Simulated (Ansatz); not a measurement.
Input and output of a zone-centre phonon calculation for Cu3AsS4 (P-43m, 8 atoms in the cell) (Ansatz, an electronic-structure program).

Level of theory: LDA (PW92), default PAW files made with PBE (plane waves; Ansatz).

```yaml
crystal:
  lattice:
    - [5.28551, 0.00000, 0.00000]
    - [0.00000, 5.28551, 0.00000]
    - [0.00000, 0.00000, 5.28551]
  atoms:
    - { symbol: Cu, position: [0.00000, 0.50000, 0.50000] }
    - { symbol: Cu, position: [0.50000, 0.00000, 0.50000] }
    - { symbol: Cu, position: [0.50000, 0.50000, 0.00000] }
    - { symbol: As, position: [0.00000, 0.00000, 0.00000] }
    - { symbol: S, position: [0.25268, 0.74732, 0.74732] }
    - { symbol: S, position: [0.74732, 0.74732, 0.25268] }
    - { symbol: S, position: [0.74732, 0.25268, 0.74732] }
    - { symbol: S, position: [0.25268, 0.25268, 0.25268] }
```

Reference input (self-consistent single point, DFT, LDA (PW92), plane waves, default PAW files made with PBE): basis.ecutwfc = 420 eV; kpoints.mp_grid.grid = 6 6 6; hamiltonian.xc = lda; hamiltonian.pseudopotentials = {kind: paw} (the program's default PAW files); scf.occupations.method = gaussian; scf.occupations.width = 0.1 eV. This run's input differs from it in these lines:

```diff
@@ -24,6 +24,4 @@
   occupations: { method: gaussian, width: 0.1 }
-output:
-  forces: true
-  eigenvalues: true
-  stress: true
+phonons:
+  method: dfpt
```

Log, with long lists cut:

```
SCF iter   1: F=—  HF=-27920.729549 eV  |F-HF|=—  |Δ(HF+E_count)|=         —  Δρ=1.17e-2  dr2=1.10e-1  ethr=1.77e-3  ⟨swp⟩=6.0  Hψ=24283  notcnv=0  defer=108
all-band conjugate gradients solve this SCF's bands
preconditioner: auto → LDOS
SCF iter   2: F=—  HF=-27920.774578 eV  |F-HF|=—  |Δ(HF+E_count)|=   4.50e-2  Δρ=1.84e-2  dr2=3.12e-1  ethr=1.15e-4  ⟨swp⟩=2.0  Hψ=13492  notcnv=0  defer=508
   [... lines left out ...]
SCF iter   7: F=—  HF=-27920.697876 eV  |F-HF|=—  |Δ(HF+E_count)|=   4.79e-6  Δρ=1.85e-5  dr2=2.91e-7  ethr=6.26e-9  ⟨swp⟩=2.1  Hψ=9757  notcnv=0  defer=182
SCF iter   8: F=—  HF=-27920.697876 eV  |F-HF|=—  |Δ(HF+E_count)|=   2.93e-8  Δρ=2.56e-6  dr2=1.77e-9  ethr=3.03e-10  ⟨swp⟩=2.0  Hψ=8370  notcnv=0  defer=182
SCF iter   9: F=—  HF=-27920.697876 eV  |F-HF|=—  |Δ(HF+E_count)|=   1.86e-9  Δρ=3.24e-7  dr2=1.08e-10  ethr=1.85e-12  ⟨swp⟩=2.7  Hψ=11484  notcnv=0  defer=182
SCF iter  10: F=-27920.697876 eV  HF=-27920.697876 eV  |F-HF|=0.00e0  |Δ(HF+E_count)|=  1.09e-11  Δρ=3.02e-8  dr2=6.04e-13  ethr=1.00e-12  ⟨swp⟩=10.4  Hψ=32136  notcnv=0
SCF 1 converged in 10 iterations: F = -27920.697876 eV  dr2 = 6.04e-13
DFPT response loops at Γ: preconditioner auto → Kerker (q_TF=auto, 2.539 Å⁻¹) (partly filled bands, converged f_vac=0.037) …
the run's response loops start from zero, take more passes and end by a threshold …
Free energy (F): -27920.697876 eV
Internal energy: -27920.687614 eV  (E = F + TS)
E sigma→0 (E₀):  -27920.692745 eV
Entropy (-TS):   -0.010262 eV (-1.283 meV/atom)
Fermi energy:    8.305533 eV
   [... lines left out ...]
  ASR residual per site (eV/Å²): 3.33e-5 3.33e-5 3.33e-5 2.74e-6 1.41e-5 1.41e-5 1.41e-5 1.41e-5
  Γ frequencies (cm⁻¹): 0.00 0.00 0.00 87.37 87.37 87.37 100.71 100.71 100.71 155.11 155.11 155.11 229.19 229.19 229.19 277.85 277.85 277.85 277.85 280.27 280.27 280.27 305.31 305.31
  non-analytic LO–TO correction: not included (Born effective charges unavailable; polar crystals: no LO–TO splitting at Γ)
```

The run converged in 10 iterations. 

Summary of the result:
- Free energy E − TS (on the zero of these files): -27920.6979 eV
- Fermi level (on the code's own zero): 8.31 eV
- Zone-centre frequencies (cm⁻¹; negative means imaginary): 0, 0, 0, 87, 87, 87, 101, 101, 101, 155, 155, 155, 229, 229, 229, 278, 278, 278, 278, 280, 280, 280, 305, 305

The starting cell comes from a database of computed structures (which also holds hypothetical and non-ambient phases and stackings), without a prior relaxation at this level. Its lattice was rescaled by up to half a per cent. Spin polarisation is off.

Cost on one core of a shared machine: roughly 30 min.

Keys are those of Ansatz 0.2.
